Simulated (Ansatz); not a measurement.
For CuF (model structure, Pm-3m, No. 221, 2 atoms in the cell), PBEsol in Ansatz (plane waves, PAW) gives:

| Quantity | Value |
|---|---|
| lattice constant a | 2.730 Å |
| cohesive energy | 3.39 eV/atom |

What does r²SCAN+rVV10 (plane waves, PAW; Ansatz, an electronic-structure program) give for the same quantities?


- lattice constant a: 2.724 Å (shrinks by 0.2 %)
- cohesive energy: 3.43 eV/atom (goes up by 0.04 eV/atom)

Changes are worked out from the printed values.

Unless a cell is named, each level is at its own relaxed cell (PBEsol 10.17, r²SCAN+rVV10 10.11 Å³/atom).

Ansatz's density-functional and Hartree–Fock values are scalar-relativistic unless marked +SOC, with PAW data made under PBE.

A model structure was made by putting elements into a prototype or built by hand; it is no filed structure, need not be a known phase, and can be a saddle point held by its symmetry.
